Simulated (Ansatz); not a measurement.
## A computed series for GaP: response to strain

Consider GaP in the zinc blende structure (space group F-43m, No. 216; a = 5.451 Å). Axes: x, y, z lie along the cube axes.

Strains are applied to the cell and any free atomic positions relax.

All numbers come from DFT with r2SCAN, PAW potentials and a 500 eV plane-wave cutoff in Ansatz (a quantum-chemistry and plane-wave program), scalar-relativistic without spin-orbit coupling.

```
change                       volume per atom  smallest direct gap                   gap character
---------------------------  ---------------  -------------------  ------------------------------
base                                20.25 Å³              2.36 eV                               –
tensor shear ε_xy = +0.29 %         20.25 Å³              2.34 eV  indirect, Γ → Γ–X (80 % along)
tensor shear ε_xy = +2.00 %         20.24 Å³              2.12 eV                 indirect, Γ → X
tensor shear ε_xy = +0.57 %         20.25 Å³              2.31 eV  indirect, Γ → Γ–X (80 % along)
tensor shear ε_xy = +1.71 %         20.24 Å³              2.16 eV                 indirect, Γ → X
tensor shear ε_xy = +0.86 %         20.25 Å³              2.28 eV  indirect, Γ → Γ–X (93 % along)
tensor shear ε_xy = +1.14 %         20.25 Å³              2.24 eV                 indirect, Γ → X
```

No phonon test of stability was made. Labels are those of the standard path for the cell's own space group.
